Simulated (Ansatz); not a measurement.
Consider Mo in the bcc (W type) structure (space group Im-3m, No. 229; relaxed with 0.1 eV smearing).

```
CELL_PARAMETERS angstrom
     -1.55576     1.55576     1.55576
      1.55576    -1.55576     1.55576
      1.55576     1.55576    -1.55576
ATOMIC_POSITIONS crystal
  Mo 0.00000 0.00000 0.00000
```

Computed with plane-wave PAW DFT at the LDA level (Ansatz, a quantum-chemistry and plane-wave program, 420 eV), no spin-orbit coupling.

Strains are applied to the cell and any free atomic positions relax.

One change was made to it. Results:

```csv
quantity,base,after
energy relative to the base (free energy F),0 meV/atom,+53 meV/atom
pressure,0.0 GPa,20.1 GPa
```

Question: Which change produced these results?
A. isotropic strain −2.00 %
B. isotropic strain +0.50 %
C. isotropic strain −3.00 %
D. isotropic strain +1.00 %

Answer: A, isotropic strain −2.00 %. For comparison, the energy relative to the base in the other runs: isotropic strain +0.50 % gives +3.0 meV/atom; isotropic strain +1.00 % gives +12 meV/atom; isotropic strain −3.00 % gives +122 meV/atom.

No phonon test of stability was made. All final runs are without spin polarisation.
